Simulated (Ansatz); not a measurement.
## Convergence study of the k-point mesh for VW (Cmm2, 2 atoms in the cell)

```yaml
crystal:
  lattice:
    - [1.55277, -2.23052, 0.00000]
    - [1.55277, 2.23052, 0.00000]
    - [0.00000, 0.00000, 4.29276]
  atoms:
    - { symbol: V, position: [0.00000, 0.00000, 0.01165] }
    - { symbol: W, position: [0.50000, 0.50000, 0.50000] }
```

Level of theory: PBEsol, default PAW files made with PBE (plane waves; Ansatz, an electronic-structure program).

Base settings: basis.ecutwfc = 420 eV; kpoints.mp_grid.grid = 13 13 8; hamiltonian.xc = pbesol; hamiltonian.pseudopotentials = {kind: paw} (the program's default PAW files); scf.occupations.method = gaussian; scf.occupations.width = 0.1 eV.

Only quantities that move along the ladder and can be compared are tabulated.

The count of work is k-points × plane waves × bands × iterations; it is no time. Core times come from one kind of shared machine, to one figure; runs under 30 s give none.

The starting cell comes from a database of computed structures (which also holds hypothetical and non-ambient phases and stackings), without a prior relaxation at this level. Its lattice was rescaled by up to half a per cent. One atom was moved a little off its site on purpose. Spin polarisation is off. In the base run, with a pressure of about -8 GPa the cell is away from its equilibrium volume at this level. Ansatz's pressure includes its estimate of the finite-basis (Pulay) stress.

| kpoints.mp_grid.grid | free energy less the last step's (meV/atom) | pressure (GPa) | largest difference of a force vector from the last step's (eV/Å) | count of work / last | core time / last (rough) |
|---|---|---|---|---|---|
| 2 2 2 | -33.95 | -17.64 | 0.199 | 0.0013 | – |
| 4 4 2 | -41.75 | -9.58 | 0.163 | 0.0023 | – |
| 5 5 3 | 56.15 | -9.12 | 0.083 | 0.0034 | – |
| 6 6 4 | -5.33 | -8.12 | 0.022 | 0.0074 | – |
| 7 7 5 | -17.18 | -8.50 | 0.008 | 0.0080 | – |
| 9 9 6 | 5.79 | -7.90 | 0.010 | 0.017 | – |
| 11 11 7 | -1.84 | -8.62 | 0.015 | 0.024 | – |
| 13 13 8 | 0.48 | -8.43 | 0.012 | 0.041 | – |
| 14 14 8 | 1.85 | -8.40 | 0.009 | 0.047 | – |
| 17 17 10 | 0.00 | -8.34 | 0.004 | 0.081 | – |
| 20 20 12 | -0.10 | -8.43 | 0.002 | 0.13 | 0.09 |
| 25 25 15 | -0.03 | -8.42 | 0.000 | 0.22 | 0.2 |
| 31 31 18 | 0.06 | -8.42 | 0.000 | 0.43 | 0.2 |
| 34 34 20 | 0.01 | -8.42 | 0.000 | 0.56 | 0.4 |
| 42 42 25 | 0.00 | -8.42 | 0.000 | 1.0 | 1 |

Coarsest kpoints.mp_grid.grid that holds the forces within 0.02 eV/Å of the last step, with all finer ones: 7 7 5, at 0.0080 of the last step's count of work; the step before is off by 0.022 eV/Å.

Coarsest kpoints.mp_grid.grid that holds the pressure within 0.1 GPa of the last step, with all finer ones: 13 13 8, at 0.041 of the last step's count of work; the step before is off by 0.21 GPa.

Coarsest kpoints.mp_grid.grid that holds the free energy within 1 meV/atom of the last step, with all finer ones: 17 17 10, at 0.081 of the last step's count of work; the step before is off by 1.9 meV/atom.

Keys are those of Ansatz 0.2.
